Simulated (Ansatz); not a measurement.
WC (model structure, started from the CsCl type, Pm-3m, No. 221, 2 atoms in the cell) was calculated with r²SCAN in Ansatz (plane waves, PAW).

The input as run:

Ansatz 0.2 input:
```yaml
crystal:
  lattice:
    - [2.6978766744, 0.0, 0.0]
    - [0.0, 2.6978766744, 0.0]
    - [0.0, 0.0, 2.6978766744]
  atoms:
    - { symbol: W, position: [0.0, 0.0, 0.0] }
    - { symbol: C, position: [0.5, 0.5, 0.5] }
basis:
  ecutwfc: 560
  ecutrho_ratio: 4
  xc_grid: 3
kpoints:
  mp_grid: { grid: [18, 18, 18] }
hamiltonian:
  xc: r2scan
  dispersion: none
  pseudopotentials: { kind: paw }
scf:
  occupations: { method: fermi_dirac, width: 0.05 }
output:
  forces: true
  stress: true
  eigenvalues: true
relax:
  f_tol: 0.004
  escape_saddle: false
  max_steps: 80
```

From the output:

```
WARN output.stress: scf.convergence.dr2_threshold = 1e-7 eV (the SCF's general default) is looser than the 2e-10 eV advised for a printed stress (1e-10 eV for …
Relaxation: its limit of steps is 80 (relax.max_steps)
Crystal: 2 atoms, lattice volume = 19.637 Å³
Basis set: ecut = 560 eV, 619 PW (Γ), exchange–correlation on 72×72×72 points (27 copies of the dense FFT grid, shifted against one another)
Bands: 13, of which v1, the nominal top of the filled ones, is band 9 counted from 1 (8 counted from 0)
Symmetry: 48 space group operations
Space group: Pm-3m (ITA 221), of the structure as read, at distance tolerance 2.7e-5 Å
k-points: 220 of 5832
Functional: x = r2scan, c = r2scan; τ floored in thin density (d = 2e-4 eV/Å³)
SCF iter   1: F=—  HF=-10647.295822 eV  |F-HF|=—  |Δ(HF+E_count)|=         —  Δρ=1.31e-2  dr2=4.14e-2  dr2_τ=1.66e-1
SCF iter   2: F=—  HF=-10647.377283 eV  |F-HF|=—  |Δ(HF+E_count)|=   8.15e-2  Δρ=7.60e-3  dr2=9.50e-3  dr2_τ=1.19e-3
  ...
SCF 1 converged in 6 iterations: F = -10647.378581 eV  dr2 = 3.12e-9
relax step   1: F+E_penalty+E_count = -10647.37858062 eV  Δ(F+E_penalty+E_count) = +0.000e0 eV  max|allowed force component| = 4.766e-31 eV/Å  Δτ_max = 0.0000 Å  (6 SCF iters, accepted)
Crystal: 2 atoms, lattice volume = 19.637 Å³
Initial density: handed on by an earlier stage of this run
SCF iter   1: F=—  HF=-10647.378581 eV  |F-HF|=—  |Δ(HF+E_count)|=         —  Δρ=5.68e-6  dr2=3.12e-9  dr2_τ=1.43e-9
SCF iter   2: F=-10647.378581 eV  HF=-10647.378581 eV  |F-HF|=5.51e-10  |Δ(HF+E_count)|=   1.22e-9  Δρ=2.95e-6  dr2=9.05e-10  dr2_τ=1.42e-10
SCF 2 converged in 2 iterations: F = -10647.378581 eV  dr2 = 9.05e-10
SCF converged after 2 iterations
Free energy (F): -10647.378581 eV
Internal energy: -10647.374566 eV  (E = F + TS)
E sigma→0 (E₀):  -10647.376573 eV
Fermi energy:    22.738694 eV
--- Forces (eV/Å), atoms counted from 1 ---
  atom   1  W     -0.00000000     0.00000000    -0.00000000
  atom   2  C      0.00000000    -0.00000000     0.00000000
--- Stress (GPa, compression-positive) ---
        8.055528      -0.000000       0.000000
       -0.000000       8.055528       0.000000
        0.000000       0.000000       8.055528
  P = ⅓ Tr σ = 8.0555 GPa (80.555 kbar)
```

The cell is one volume of an energy–volume scan, off the minimum.

The PAW data were made under PBE.

Note: the run has no spin polarisation, so it can have missed a magnetic state. Note: the relaxation could raise the start's symmetry but not lower it, so the cell can be a saddle point.

A model structure was made by putting elements into a prototype or built by hand; it is no filed structure, need not be a known phase, and can be a saddle point held by its symmetry.

Ansatz is a first-principles code.
